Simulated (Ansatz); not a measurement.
# Ta3Sn in the A15 (Cr3Si type) structure (space group Pm-3n, No. 223)

```
CELL_PARAMETERS angstrom
      5.26079     0.00000     0.00000
      0.00000     5.26079     0.00000
      0.00000     0.00000     5.26079
ATOMIC_POSITIONS crystal
  Ta 0.25000 0.00000 0.50000
  Ta 0.75000 0.00000 0.50000
  Ta 0.50000 0.75000 0.00000
  Ta 0.50000 0.25000 0.00000
  Ta 0.00000 0.50000 0.75000
  Ta 0.00000 0.50000 0.25000
  Sn 0.00000 0.00000 0.00000
  Sn 0.50000 0.50000 0.50000
```

Calculations: Kohn–Sham DFT with the PBEsol functional, run in Ansatz (a first-principles code) with PAW and 420 eV plane waves, no SOC. Γ-centred 9×9×9 mesh, Fermi–Dirac width 0.05 eV.

| Item | Result |
|---|---|
| Volume per atom | 18.20 Å³ |
| Density | 15.09 g/cm³ |
| Band gap | zero |
| Total energy | -8842.399 eV/atom (σ→0; compares only within this code and set-up) |

No phonon test of stability was made. The final runs are not spin-polarised.
